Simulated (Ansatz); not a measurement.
**Sn: biaxial strain −3.35 %, plane normal [001], relaxed out of plane**

Base system: Sn (space group I4_1/amd, No. 141; a = 5.9496 Å, c = 3.2135 Å; relaxed with 0.1 eV smearing). Axes: x, y, z lie along a, b, c of the conventional cell.

Modification: compressive biaxial strain of 3.35 % in the plane normal to [001], as in epitaxy on a mismatched substrate; the out-of-plane cell vector and the atoms relax.

The values are results of PBE (Ansatz, a program for electronic structure; PAW; 420 eV plane waves; without spin-orbit coupling), earlier PAW set, not measurements. k-mesh 20×20×20 (Γ-centred); smearing 0.1 eV (Fermi–Dirac).

| quantity | base | changed | shift |
|---|---|---|---|
| volume per atom | 28.44 Å³ | 27.41 Å³ | -1.03 Å³ |
| energy relative to the base (free energy F) | 0 meV/atom | +20 meV/atom | +20 meV/atom |
| band gap | zero | zero | – |
| out-of-plane strain | – | +3.18 % | – |
| ratio −ε⊥/ε∥ | – | 0.95 | – |
| mean in-plane stress (compression positive) | – | +3.4 GPa | – |

Cost of the whole job for the changed cell (relaxation, final SCF and bands): about 4 core-minutes (a rough figure).

A biaxial case was relaxed in a doubled cell and then solved in the primitive one. Stability against distortions was not tested.
